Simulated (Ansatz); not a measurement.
**Effect of Si → Pb on NbSi2**

Consider NbSi₂ (space group P6_422, No. 181; a = 4.768 Å, c = 6.576 Å).

Modification: Pb takes the place of Si on all its sites; the structure is relaxed again.

Level of theory: Ansatz (a program for electronic structure) PBEsol, scalar-relativistic without spin-orbit coupling. k-mesh 10×10×6 (Γ-centred); smearing 0.05 eV (Fermi–Dirac), for the changed cell.

The volume per atom rises by 8.17 Å³ to 22.55 Å³ and the lattice parameter a increases by 78.8 pm (476.8 pm → 555.6 pm). The c/a ratio falls by 0.013 (1.379 → 1.366) and the shortest interatomic distance rises by 42.75 pm, from 255.8 pm to 298.5 pm. The band gap remains zero.

Cost of the whole job for the changed cell (relaxation, final SCF and bands): around 11 core-minutes (rough).

Whether these cells are dynamically stable was not tested. As relaxed here, NbPb2 is a hypothetical phase, not in the database extracts checked. The final runs are not spin-polarised. An odd electron count without spin: NbPb2 and NbSi2. NbPb2 has a high density of states at the Fermi level and may be magnetic at this level.
